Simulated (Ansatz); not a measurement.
System: KCSN (Pbcm, No. 57). Method: r²SCAN+rVV10 (Ansatz, an electronic-structure program, PAW).

Settings: plane-wave cutoff 560 eV, 6×6×6 k mesh, Fermi–Dirac smearing 0.01 eV, scalar-relativistic PAW data made under PBE.

Cell (relaxed at this level):

```yaml
crystal:
  lattice:
    - [6.62009, 0.00000, 0.00000]
    - [0.00000, 6.63046, 0.00000]
    - [0.00000, 0.00000, 7.35601]
  atoms:
    - { symbol: K, position: [0.25000, 0.19603, 0.50000] }
    - { symbol: K, position: [0.75000, 0.80397, 0.00000] }
    - { symbol: K, position: [0.75000, 0.80397, 0.50000] }
    - { symbol: K, position: [0.25000, 0.19603, 0.00000] }
    - { symbol: C, position: [0.28924, 0.76856, 0.75000] }
    - { symbol: C, position: [0.21076, 0.76856, 0.25000] }
    - { symbol: C, position: [0.78924, 0.23144, 0.75000] }
    - { symbol: C, position: [0.71076, 0.23144, 0.25000] }
    - { symbol: S, position: [0.10994, 0.60051, 0.75000] }
    - { symbol: S, position: [0.39006, 0.60051, 0.25000] }
    - { symbol: S, position: [0.60994, 0.39949, 0.75000] }
    - { symbol: S, position: [0.89006, 0.39949, 0.25000] }
    - { symbol: N, position: [0.41889, 0.89101, 0.75000] }
    - { symbol: N, position: [0.08111, 0.89101, 0.25000] }
    - { symbol: N, position: [0.91889, 0.10899, 0.75000] }
    - { symbol: N, position: [0.58111, 0.10899, 0.25000] }
```

Problem. Give the computed bulk modulus B0, band gap, smallest direct gap on the k points sampled and pressure derivative B′ of the bulk modulus.

Solution. 
bulk modulus B0: 20.7 GPa
band gap: 4.44 eV
smallest direct gap on the k points sampled: 4.45 eV
pressure derivative B′ of the bulk modulus: 5.2

Note: the volume lies 6 % below that of the published cell; the bulk modulus comes from volumes at which shape and atoms were relaxed.

Computed values are for the static lattice.
